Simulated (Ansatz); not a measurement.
Worked example: zone-centre phonon calculation of YBeCu4 (P-6m2, 6 atoms in the cell) in Ansatz (a program for electronic structure).

Level of theory: LDA (PW92), default PAW files made with PBE (plane waves; Ansatz).

```xyz
6
Lattice="5.0655 0.0000 0.0000 -2.5327 4.3868 0.0000 0.0000 0.0000 3.8744" Properties=species:S:1:pos:R:3 pbc="T T T"
Y      0.0000     0.0000     0.0000
Be     0.0000     2.9246     0.0000
Cu     2.5327     1.4623     0.0000
Cu    -1.2312     2.2137     1.9372
Cu     0.0000     4.3463     1.9372
Cu     1.2312     2.2137     1.9372
```

Reference input (self-consistent single point, DFT, LDA (PW92), plane waves, default PAW files made with PBE): basis.ecutwfc = 420 eV; kpoints.mp_grid.grid = 10 10 11; hamiltonian.xc = lda; hamiltonian.pseudopotentials = {kind: paw} (the program's default PAW files); scf.occupations.method = fermi_dirac; scf.occupations.width = 0.1 eV. This run's input differs from it in these lines:

Ansatz 0.2 input:
```diff
@@ -14,3 +14,3 @@
 basis:
-  ecutwfc: 420.0
+  ecutwfc: 295.0
 kpoints:
@@ -26,6 +26,4 @@
     width: 0.1
-output:
-  forces: true
-  eigenvalues: true
-  stress: true
+phonons:
+  method: dfpt
```

The program printed (abridged):

```
SCF iter   1: F=—  HF=-30056.164103 eV  |F-HF|=—  |Δ(HF+E_count)|=         —  Δρ=1.94e-2  dr2=1.36e-1  ethr=1.77e-3  ⟨swp⟩=5.5  Hψ=60884  notcnv=0  defer=111
all-band conjugate gradients solve this SCF's bands
preconditioner: auto → Kerker (q_TF=auto, 2.743 Å⁻¹)
SCF iter   2: F=—  HF=-30055.999681 eV  |F-HF|=—  |Δ(HF+E_count)|=   1.64e-1  Δρ=1.37e-2  dr2=1.41e-1  ethr=1.53e-4  ⟨swp⟩=2.0  Hψ=36045  notcnv=0  defer=459
   [... lines left out ...]
SCF iter   9: F=—  HF=-30055.965716 eV  |F-HF|=—  |Δ(HF+E_count)|=   1.46e-8  Δρ=1.17e-6  dr2=1.91e-9  ethr=7.93e-11  ⟨swp⟩=2.0  Hψ=23949  notcnv=0  defer=459
SCF iter  10: F=—  HF=-30055.965716 eV  |F-HF|=—  |Δ(HF+E_count)|=  4.44e-10  Δρ=4.53e-7  dr2=1.82e-10  ethr=2.15e-12  ⟨swp⟩=2.0  Hψ=24584  notcnv=0  defer=459
SCF iter  11: F=—  HF=-30055.965716 eV  |F-HF|=—  |Δ(HF+E_count)|=  1.46e-11  Δρ=1.49e-7  dr2=1.58e-11  ethr=1.00e-12  ⟨swp⟩=1.0  Hψ=16389  notcnv=0  defer=459
SCF iter  12: F=-30055.965716 eV  HF=-30055.965716 eV  |F-HF|=2.18e-11  |Δ(HF+E_count)|=  1.09e-11  Δρ=8.14e-8  dr2=4.49e-12  ethr=1.00e-12  ⟨swp⟩=9.0  Hψ=69720  notcnv=0
SCF 1 converged in 12 iterations: F = -30055.965716 eV  dr2 = 4.49e-12
DFPT response loops at Γ: preconditioner auto → Kerker (q_TF=auto, 2.743 Å⁻¹) (partly filled bands, converged f_vac=0.000) …
Free energy (F): -30055.965716 eV
Internal energy: -30055.851140 eV  (E = F + TS)
E sigma→0 (E₀):  -30055.908428 eV
Entropy (-TS):   -0.114575 eV (-19.096 meV/atom)
Fermi energy:    13.183414 eV
--- Phonons (Γ-DFPT): 8 representative perturbations + reference, on 312 of 1100 k-points (Σ response iterations 38) ---
  k mesh reduced under 2 symmetry operations, with k and −k counted as one. Each operation leaves every solved displacement unchanged or reverses it
  ASR residual: 5.157e-4 → 0.000e0 eV/Å²; symmetrization residual: 1.576e-4 eV/Å²
  ASR residual per site (eV/Å²): 5.16e-4 2.06e-5 2.80e-4 2.96e-4 2.96e-4 2.96e-4
  Γ frequencies (cm⁻¹): 0.00 0.00 0.00 33.36 114.33 118.70 118.70 131.26 131.26 132.40 132.40 176.93 176.93 218.58 237.69 353.00 353.00 355.03
  non-analytic LO–TO correction: not included (Born effective charges unavailable; polar crystals: no LO–TO splitting at Γ)
```

The run converged in 12 iterations. 

Summary of the result:
Free energy E − TS (on the zero of these files): -30055.9657 eV
Fermi level (on the code's own zero): 13.18 eV
Zone-centre frequencies (cm⁻¹; negative means imaginary): 0, 0, 0, 33, 114, 119, 119, 131, 131, 132, 132, 177, 177, 219, 238, 353, 353, 355

The starting cell comes from a database of computed structures (which also holds hypothetical and non-ambient phases and stackings), without a prior relaxation at this level. Its lattice was rescaled by a random factor within 2.5 % of one. Spin polarisation is off. The cutoff lies below the one recommended for these files.

Cost on one core of a shared machine: roughly 20 min.
